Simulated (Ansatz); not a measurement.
The reference is Ga$_{2}$O$_{3}$ in the corundum structure (space group R-3c, No. 167; a = 4.985 Å, c = 13.442 Å (hexagonal axes)). Axes: x lies along a and z along c of the hexagonal cell.

Structures relaxed with DFT with r2SCAN, PAW potentials and a 500 eV plane-wave cutoff in Ansatz (an electronic-structure program), without spin-orbit coupling.

Base:

Simulated powder pattern, Cu Kα1, λ = 1.54056 Å (kinematic, ideal powder, no thermal factors, no anomalous dispersion; the 10 strongest lines at most, above 2 %, up to 2θ = 90°):

```tsv
2θ (°)	I/Imax (%)	hkl
24.49	26	(012)
33.77	100	(104)
36.01	83	(110)
41.42	12	(113)
50.19	40	(024)
55.07	45	(116)
63.31	36	(214)
64.73	31	(300)
73.77	13	(1 0 10)
86.15	12	(134)
```

One thing is altered: uniaxial strain ε_yy = −1.41 %, all other strain components held at zero; the atoms relax in the strained cell.

### Question
Predict the new powder pattern.

### Answer

Simulated powder pattern, Cu Kα1, λ = 1.54056 Å (kinematic, ideal powder, no thermal factors, no anomalous dispersion; the 10 strongest lines at most, above 2 %, up to 2θ = 90°):

```json
[
 {"2θ (°)": "24.55", "I/Imax (%)": "27", "hkl": "(1 0 -2)"},
 {"2θ (°)": "33.82", "I/Imax (%)": "100", "hkl": "(104)"},
 {"2θ (°)": "33.96", "I/Imax (%)": "50", "hkl": "(0 1 -4)"},
 {"2θ (°)": "36.01", "I/Imax (%)": "42", "hkl": "(2 -1 0)"},
 {"2θ (°)": "36.41", "I/Imax (%)": "82", "hkl": "(110)"},
 {"2θ (°)": "50.33", "I/Imax (%)": "40", "hkl": "(2 0 -4)"},
 {"2θ (°)": "50.74", "I/Imax (%)": "19", "hkl": "(024)"},
 {"2θ (°)": "55.07", "I/Imax (%)": "23", "hkl": "(2 -1 6)"},
 {"2θ (°)": "55.36", "I/Imax (%)": "46", "hkl": "(116)"},
 {"2θ (°)": "64.99", "I/Imax (%)": "31", "hkl": "(300)"}
]
```

The indices refer to the base's conventional cell; one index is shown for lines that coincide. The space group is now C2/c (No. 15).

Stability against distortions was not tested.
